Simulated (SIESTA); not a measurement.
Checking a run of SIESTA on Mg₂Si (Fm-3m, 3 atoms in the cell). The aim is a self-consistent single point with DFT, GGA PBE, numerical atomic orbitals DZP, PseudoDojo PBE standard norm-conserving potentials (rewritten from UPF to PSML).

Cell that was meant: a = 4.4828 Å, b = 4.4828 Å, c = 4.4828 Å, α = 60.00°, β = 60.00°, γ = 60.00°.

Part of the input:

```
PAO.BasisSize                DZP
PAO.EnergyShift              0.01 Ry
MeshCutoff                   300 Ry
OccupationFunction           MP
OccupationMPOrder            0
ElectronicTemperature        50.0 meV
```

Output, abridged:

```
reinit: Reading from file input.fdf

reinit: System Name: Mg2Si
reinit: System Label: siesta

   [... lines left out ...]
Gamma-point calculation with interaction between periodic images
Some features might not work optimally:
Some features might not work optimally:
e.g. DM initialization from atomic data
e.g. DM initialization from atomic data
new_DM -- step:     1
Initializing Density Matrix...

Attempting to read DM from file... Failed...
DM filled with atomic data:

InitMesh: MESH = 40 x 40 x 40 = 64000
InitMesh: Mesh cutoff (required, used) =   300.000   330.076 Ry

stepf: Methfessel-Paxton step function
       Using Hermite-Gauss polynomials of order  0
        iscf     Eharris(eV)        E_KS(eV)     FreeEng(eV)     dDmax    Ef(eV) dHmax(eV)
   scf:    1    -3299.968995    -3331.270628    -3331.270628  4.900413 -2.136672  4.944144
   scf:    2    -3332.643376    -3331.994444    -3331.994444  0.912287 -2.422641  3.578286
   scf:    3    -3332.679530    -3332.471715    -3332.471715  1.922728 -0.917960  0.737190
   scf:    4    -3332.487168    -3332.482135    -3332.482135  0.275657 -1.379820  0.082698
   scf:    5    -3332.482498    -3332.482446    -3332.482446  0.064192 -1.314868  0.022118
   scf:    6    -3332.482527    -3332.482495    -3332.482495  0.009913 -1.335972  0.000875
   scf:    7    -3332.482495    -3332.482495    -3332.482495  0.001043 -1.336466  0.000615
   scf:    8    -3332.482495    -3332.482495    -3332.482495  0.000427 -1.336185  0.000019
mix: Pulay -- inversion failed, > SVD [rank/size] 4 / 7
   scf:    9    -3332.482495    -3332.482495    -3332.482495  0.000014 -1.336180  0.000002
SCF Convergence by DM+H criterion
max |DM_out - DM_in|         :     0.0000140077
max |H_out - H_in|      (eV) :     0.0000021443
SCF cycle converged after 9 iterations

Using DM_out to compute the final energy and forces

siesta: E_KS(eV) =            -3332.4825

siesta: E_KS - E_eggbox =     -3332.4825

siesta: Atomic forces (eV/Ang):
     1    0.000739    0.000739    0.000739
     2   -0.000739   -0.000739   -0.000739
     3    0.000000    0.000000    0.000000
   Tot    0.000000    0.000000    0.000000
   Max    0.000739
   Res    0.000604    sqrt( Sum f_i^2 / 3N )
   Max    0.000739    constrained

Stress tensor Voigt[x,y,z,yz,xz,xy] (kbar):     -270.83     -270.83     -270.83       -0.95       -0.95       -0.95
(Free)E + p*V (eV/cell)    -3321.7147
   [... lines left out ...]
siesta: FreeEng =     -3332.482495
siesta: Cell volume =         63.699174 Ang**3
siesta:         270.83472688        270.89366759  kBar
   [... lines left out ...]
               3Pdxy   3Pdyz   3Pdz2   3Pdxz   3Pdx2-y2
   3  6.669   0.602   0.079   3.667   3.667   3.667  -1.670  -1.670  -1.670
             -0.001  -0.001   0.000  -0.001   0.000

mulliken: Qtot =       24.000

Mulliken Atomic Populations:
Atom #   charge [q] valence [e]  Species
     1     1.334655    8.665345  Mg
     2     1.334655    8.665345  Mg
     3    -2.669310    6.669310  Si
 Total     0.000000
```

### Question
Is anything amiss in this input, and did it matter?

### Answer
The run is not sound. The fault is a single k-point for a small cell. The zone centre alone samples the bands of a small cell poorly; it suits large supercells. To fix it, use a k-point mesh or a larger supercell. The run converged in 9 iterations without an error; against the sound input the free energy rises by 4.43 eV/atom, the pressure goes from 3.38 to 27.08 GPa and the largest force stays at 0.001 eV/Å.

An input that runs soundly differs in these lines (not the only fix; some lines may just follow from the change or write a value another way):
```diff
+%block kgrid.MonkhorstPack
+    5   0   0  0.0
+    0   5   0  0.0
+    0   0   5  0.0
+%endblock kgrid.MonkhorstPack
```

With that input, the run converged in 7 iterations: free energy E − TS -3345.7725 eV; top of the valence band (on the code's own zero) -3.48 eV; gap on the k-point mesh 0.26 eV; pressure 3.38 GPa (DFT, GGA PBE, numerical atomic orbitals DZP, PseudoDojo PBE standard norm-conserving potentials (rewritten from UPF to PSML)).

On the sound input: the starting cell comes from a database of computed structures (which also holds hypothetical and non-ambient phases and stackings), without a prior relaxation at this level. Values carry the incompleteness of an atom-centred basis. With a pressure of about 3 GPa the cell is away from its equilibrium volume at this level.
